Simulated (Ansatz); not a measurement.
For LiPdH (P4/mmm), PBEsol, DFPT electron-phonon coupling, linearised Boltzmann equation in Ansatz (a quantum-chemistry and plane-wave program) gives a transport coupling λ_tr = 0.464 and a Drude plasma energy ħω_p = 6.01 eV along y (a = (2.76, 0.00, 0.00) Å; b = (0.00, 2.76, 0.00) Å; c = (0.00, 0.00, 3.92) Å).

Task: Estimate the resistivity at 300 K from the high-temperature formula ρ = 2π λ_tr k_B T / (ħ ε₀ ω_p²), and say how the full Boltzmann solution compares.

Result: The scattering rate is 1/τ = 2π λ_tr k_B T/ħ = 1.15e14 s⁻¹ and ω_p = 9.13e15 s⁻¹, so ρ ≈ 15.5 μΩ·cm. The Boltzmann solution gives 7.66 μΩ·cm, 0.49 times the estimate; it lies lower because k_BT is not large against the phonon energies and the solution lets the distribution adjust.

A metal at this level (no band gap). Only scattering by harmonic phonons is included (no impurities, grain boundaries, electron-electron scattering or thermal expansion). Spin-orbit coupling is left out. The self-energy correction of the phonons between q points moved λ by about 3 %. Halving the electron mesh (32x32x24) moves the resistivity by up to 1 % at 300 K, the coupling by up to 4 %. Smearing 0.20 eV; phonons on a 5x5x4 q mesh, which this run doesn't test.

Computed structure with no diffraction record at hand here (it may be known, metastable or hypothetical): LiPdH (P4/mmm).
